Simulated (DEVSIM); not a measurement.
Device: abrupt Si p-n junction, at 450 K.

Layer 1 from the left is Si, thickness (μm) 0.630, Na (cm⁻³) 1.6e16, τn (s) 1.2e-5, τp (s) 1.2e-5. Layer 2 from the left is Si, thickness (μm) 0.400, Nd (cm⁻³) 1.5e16, τn (s) 1.2e-5, τp (s) 1.2e-5.

Left contact: ohmic. Right contact: ohmic. Voltage is applied to the left contact. Recombination: SRH at mid-gap, radiative. Mobility is μmin + (μ − μmin)/(1 + (N/Nref)^α).

Constants are typed, rounded textbook-type inputs, not results; the design itself was drawn at random and stands for no fabricated device. Values at 300 K; Nc and Nv go as T^1.5, mobilities as T to minus their exponent, the gap by Varshni's rule with the affinity fixed.

Si: gap (eV) 1.124, affinity (eV) 4.05, permittivity 11.7, Nc (cm⁻³) 2.86e19, Nv (cm⁻³) 3.1e19, μn (cm²/Vs) 1417, μp (cm²/Vs) 470, μn,min 52, μp,min 45, Nref,n 9.7e16, Nref,p 2.2e17, αn 0.68, αp 0.72, T exponent of μn 2.3, T exponent of μp 2.2, B (cm³/s) 4.7e-15, Varshni α (eV/K) 0.000473, Varshni β (K) 636.

Simulated with DEVSIM: 1D drift-diffusion, Boltzmann statistics, complete ionisation; no tunnelling, impact ionisation, image-force lowering or self-heating.

Dark forward current:

```csv
|V| (V),|J| (A/cm²)
0.05,0.03598
0.10,0.1625
0.15,0.6082
0.20,2.172
0.25,7.593
0.30,25.75
0.35,81.45
0.40,225.3
0.45,520.1
0.50,1010
0.55,1715
0.60,2636
```

Question: Work out the local ideality factor n = ΔV / (kT/q · ln(J2/J1)) between the rows 0.20 and 0.25 V, 0.55 and 0.60 V.

Answer: kT/q = 38.78 mV. From 0.20 to 0.25 V: ln(7.593/2.172) = 1.252, n = 1.03, near the 1 of diffusion or emission over a barrier. From 0.55 to 0.60 V: ln(2636/1715) = 0.430, n = 3.00.

Question: Estimate the current at 0.25 V from the Shockley equation with J0 = Σ q ni² D/(N L) coth(W/L), τ joining the SRH, radiative and Auger lifetimes that are on, and W taken as the whole layer.

Answer: ni² = 2.33e27 cm⁻⁶; electrons in the p layer: μ = 436 cm²/Vs, D = 16.9 cm²/s, τ = 1.20e-5 s, L = 142 μm, W/L = 0.0044, term 0.00625 A/cm²; holes in the n layer: μ = 171 cm²/Vs, D = 6.62 cm²/s, τ = 1.20e-5 s, L = 89.1 μm, W/L = 0.0045, term 0.00411 A/cm². J0 = 0.0104 A/cm², and J = J0 exp(qV/kT) = 6.53 A/cm². The simulation gives 7.59 A/cm²; the estimate lies 14 % below. The estimate leaves out recombination in the depletion region and that region's share of W.
